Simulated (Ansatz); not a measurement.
The parent structure is W in the bcc (W type) structure (space group Im-3m, No. 229; a = 3.1688 Å; relaxed with 0.1 eV smearing). Axes: x, y, z lie along the cube axes.

Method: r2SCAN (Ansatz, a program for electronic structure), no SOC.

Base values:

The pressure is 0.0 GPa.

Modification: biaxial strain −3.42 %, plane normal [001], relaxed out of plane (Cartesian); in-plane vectors clamped, the third vector and the atoms free.

Question: How does this affect the energy relative to the base, out-of-plane strain and pressure?

Answer: The energy goes up by 74 meV/atom; the out-of-plane strain is +2.92 %; the pressure (mean of the normal stresses, compression positive) goes from zero to 14.8 GPa.

No phonon test of stability was made. All final runs are without spin polarisation.
